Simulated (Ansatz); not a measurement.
We consider CsCl-type CuZn, described by BLYP (Ansatz, a first-principles code, PAW).

Settings: plane-wave cutoff 520 eV, 18×18×18 k mesh, Fermi–Dirac smearing 0.05 eV, no spin polarisation, scalar-relativistic PAW data made under PBE.

Cell (relaxed at this level):

CuZn has the cubic space group Pm-3m (No. 221), the CsCl type structure, Pearson symbol cP2. Conventional cell: a = 3.0287 Å, b = 3.0287 Å, c = 3.0287 Å, α = 90.00°, β = 90.00°, γ = 90.00°. Zn on 1b has 8 Cu at 2.623 Å and 6 Zn at 3.029 Å. Cu on 1a has 8 Zn at 2.623 Å and 6 Cu at 3.029 Å. (Neighbours: up to the widest gap in distance over summed covalent radii, below 1.35, at either atom.)

Problem. Predict the bulk modulus B0 and pressure derivative B′ of the bulk modulus.

Solution. 
bulk modulus B0: 91.2 GPa
pressure derivative B′ of the bulk modulus: 5.2

The run finds no gap.

Measured, for comparison: bulk modulus 116 GPa (temperature not stated, not corrected to a static lattice; as tabulated in Nepal et al. (2020), arXiv:2007.11150). Computed (rounded) less measured: bulk modulus -21 %.

Static lattice: no zero-point or thermal effects.
